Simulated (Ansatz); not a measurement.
## Ta2O5, response to strain

Start from Ta₂O₅ (space group C2, No. 5; a cell from a computed database, its experimental status unchecked).

```
CELL_PARAMETERS angstrom
      2.96222    -2.53816     0.00000
      2.96222     2.53816     0.00000
     -2.64989     0.00000     5.10193
ATOMIC_POSITIONS crystal
  Ta 0.23122 0.15098 0.29224
  Ta 0.84902 0.76878 0.70776
  O  0.63318 0.22415 0.65149
  O  0.77585 0.36682 0.34851
  O  0.24126 0.11196 0.95629
  O  0.88804 0.75874 0.04371
  O  0.27242 0.72758 0.50000
```

Cartesian axes are those of the cell as printed.

Strains are applied to the cell and any free atomic positions relax; under biaxial strain the out-of-plane vector relaxes too.

Calculations: PBEsol, PAW, 420 eV (Ansatz, a program for electronic structure; no spin-orbit coupling).

Notes on the quantities. pressure: mean of the normal stresses, compression positive; energy relative to the base: free energy F.

| change | pressure | gap character | energy relative to the base | shortest interatomic distance |
|---|---|---|---|---|
| base | 0.00 GPa | indirect, Γ → V₂ | 0 meV/atom | 1.897 Å |
| biaxial strain −0.89 %, plane normal [001], relaxed out of plane | 0.74 GPa | indirect, M₂ → V₂ | – | 1.902 Å |
| isotropic strain −1.84 % | 10.67 GPa | indirect, Γ → V₂ | +19 meV/atom | 1.891 Å |
| isotropic strain +0.61 % | -2.82 GPa | indirect, Γ → V₂ | (withheld) | 1.899 Å |
| uniaxial strain ε_zz = −0.50 % | 1.27 GPa | indirect, Γ → V₂ | (withheld) | 1.895 Å |

Problem. Complete the table.

Solution. 
- isotropic strain +0.61 %, energy relative to the base: +1.8 meV/atom
- uniaxial strain ε_zz = −0.50 %, energy relative to the base: +0.4 meV/atom

Spin-orbit coupling, missing from the scalar runs, can matter with Ta. Whether these cells are dynamically stable was not tested.
